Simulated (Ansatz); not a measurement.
The reference is Mo in the bcc (W type) structure (space group Im-3m, No. 229; a = 3.151 Å). Axes: x, y, z lie along the cube axes.

Structures relaxed with plane-wave PAW DFT at the r2SCAN level (Ansatz, a quantum-chemistry and plane-wave program, 500 eV), without spin-orbit coupling.

Base:

Simulated powder pattern, Cu Kα1, λ = 1.54056 Å (kinematic, ideal powder, no thermal factors, no anomalous dispersion; the 8 strongest lines at most, above 2 %, up to 2θ = 90°):

| 2θ (°) | I/Imax (%) | hkl |
|---|---|---|
| 40.46 | 100 | (110) |
| 58.55 | 16 | (200) |
| 73.58 | 33 | (211) |
| 87.50 | 11 | (220) |

Perturbation: biaxial strain −2.89 %, plane normal [001], relaxed out of plane (Cartesian); in-plane vectors clamped, the third vector and the atoms free.

After the change:

Simulated powder pattern, Cu Kα1, λ = 1.54056 Å (kinematic, ideal powder, no thermal factors, no anomalous dispersion; the 8 strongest lines at most, above 2 %, up to 2θ = 90°):

```csv
2θ (°),I/Imax (%),hkl
40.66,100,(101)
41.72,46,(110)
57.21,8.9,(002)
60.47,15,(200)
73.26,17,(112)
75.43,31,(211)
88.02,11,(202)
```

The indices refer to the base's conventional cell; one index is shown for lines that coincide. The space group is now I4/mmm (No. 139).

No phonon test of stability was made. All final runs are without spin polarisation.
